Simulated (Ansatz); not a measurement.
Base system: ZrB₂ (space group P6/mmm, No. 191; a = 3.1714 Å, c = 3.5418 Å; relaxed with 0.1 eV smearing). Axes: x lies along a and z along c of the hexagonal cell.

Level of theory: PBE in Ansatz (plane waves to 420 eV, PAW, no spin-orbit coupling).

The change: every lattice vector is shortened by 1.50 %, atoms relaxed at fixed cell.

Task: Predict the stress tensor and what it implies for the stiffness.

Result: Stress of the strained cell less that of the base (GPa, compression positive):
```
   12.2     0.0     0.0
    0.0    12.2     0.0
    0.0     0.0    11.2
```

Then B = −ΔP/(ΔV/V₀) with ΔV/V₀ = -0.0443 gives secant stiffness values (nonlinear terms included at this strain): B (at held cell shape, above the free-shape value) ≈ 267 GPa.

As a check, the harmonic strain energy −½ V₀ Δσ:ε is 17 meV/atom; the computed energy rise is 16 meV/atom.

Whether these cells are dynamically stable was not tested. The final runs are not spin-polarised.

Ansatz is a first-principles code.
